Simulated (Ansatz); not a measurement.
Input:

```xyz
2
Lattice="0.0000 2.6767 2.6767 2.6767 0.0000 2.6767 2.6767 2.6767 0.0000" Properties=species:S:1:pos:R:3 pbc="T T T"
Ge     0.0000     0.0000     0.0000
Ge     1.3383     1.3383     1.3383
```

No spin polarisation.

Calculations: LDA (Ansatz, a first-principles code; PAW; 420 eV plane waves; scalar-relativistic without spin-orbit coupling). Γ-centred 14×14×14 mesh, Fermi–Dirac width 0.05 eV.

Question: Estimate the electron mass.

Answer: 0.93 mₑ along k, 0.17 mₑ across (off the special points).

Question: What gap character does the calculation give?

Answer: Indirect, Γ → Γ–X (80 % along).

Question: Predict the hole mass (degenerate bands, along [100]).

Answer: 0.061, 0.19, 0.19 mₑ (at Γ).

Question: What band gap does the calculation give?

Answer: 0.22 eV.

Load acts through the strain it causes; cell and atoms are relaxed under it. Masses are band curvatures over ±0.01 Å⁻¹ around the edge. Along k means along the line from Γ to the band edge. Stability against distortions was not tested. Measured, Ge leaves this structure (for the β-tin structure) near 10.6 GPa (room temperature; as listed in arXiv:1906.07825). The cell was made from Ge in the diamond structure (space group Fd-3m, No. 227) by this change: pressure 15 GPa. A zero or small gap of Ge can be the functional's error rather than a property of the material.
